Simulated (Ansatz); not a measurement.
CdI$_{2}$ in the CdI2 type structure (space group P-3m1, No. 164; layered, stacked along the Cartesian z axis)

Space group P-3m1 (No. 164); a = b = 4.1527 Å, c = 6.5508 Å, α = β = 90.00°, γ = 120.00°

```
atom  site  symmetry       x       y       z
----  ----  --------  ------  ------  ------
Cd      1a      -3m.  0.0000  0.0000  0.0000
I       2d       3m.  0.6667  0.3333  0.2612
```

Level of theory: Ansatz (a program for electronic structure) PBEsol-D3(BJ), spin-orbit coupling left out. Settings: 9×9×5 k-points, 0.05 eV Fermi–Dirac smearing.

```json
{
 "volume_per_atom": "32.61 Å³",
 "density": "6.22 g/cm³",
 "band_gap": "2.17 eV, indirect, K–Γ (77 % along) → k = (0, 0.444, -0.400) in the run's primitive reciprocal basis",
 "total_energy": "-7683.764 eV/atom (σ→0; compares only within this code and set-up)"
}
```

With I present, leaving out spin-orbit coupling can change the band edges. No phonon test of stability was made.
